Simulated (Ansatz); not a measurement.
Cu2O, pressure series

Base system: Cu2O (space group Pn-3m, No. 224).

```
CELL_PARAMETERS angstrom
      4.29909     0.00000     0.00000
      0.00000     4.29909     0.00000
      0.00000     0.00000     4.29909
ATOMIC_POSITIONS crystal
  Cu 0.75000 0.75000 0.75000
  Cu 0.75000 0.25000 0.25000
  Cu 0.25000 0.75000 0.25000
  Cu 0.25000 0.25000 0.75000
  O  0.00000 0.00000 0.00000
  O  0.50000 0.50000 0.50000
```

Cell and atoms are relaxed at each pressure.

Level of theory: PBE/PAW in Ansatz (an electronic-structure program), spin-orbit coupling left out, earlier PAW set.

```json
[
 {"change": "base", "volume per atom": "13.24 Å³", "electron mass": "0.93 mₑ (at Γ)"},
 {"change": "pressure −2 GPa", "volume per atom": "13.49 Å³", "electron mass": "0.92 mₑ (at Γ)"},
 {"change": "pressure −1 GPa", "volume per atom": "13.36 Å³", "electron mass": "0.94 mₑ (at Γ)"},
 {"change": "pressure 0.3 GPa", "volume per atom": "13.21 Å³", "electron mass": "0.93 mₑ (at Γ)"},
 {"change": "pressure 0.7 GPa", "volume per atom": "13.16 Å³", "electron mass": "0.93 mₑ (at Γ)"},
 {"change": "pressure 1.5 GPa", "volume per atom": "13.07 Å³", "electron mass": "0.94 mₑ (at Γ)"},
 {"change": "pressure 3 GPa", "volume per atom": "12.91 Å³", "electron mass": "0.94 mₑ (at Γ)"},
 {"change": "pressure 5 GPa", "volume per atom": "(withheld)", "electron mass": "(withheld)"},
 {"change": "pressure 7.5 GPa", "volume per atom": "12.49 Å³", "electron mass": "0.96 mₑ (at Γ)"},
 {"change": "pressure 10 GPa", "volume per atom": "12.28 Å³", "electron mass": "0.96 mₑ (at Γ)"}
]
```

Task: What belongs in the blanks?

Result: 
- pressure 5 GPa, volume per atom: 12.71 Å³
- pressure 5 GPa, electron mass: 0.95 mₑ (at Γ)

The levels and masses belong to the bands next to the band gap. Load acts through the strain it causes; cell and atoms are relaxed under it. Effective masses come from finite differences of ±0.01 Å⁻¹. Whether these cells are dynamically stable was not tested. No other phases were tried under pressure. No Hubbard U is applied. All final runs are without spin polarisation.
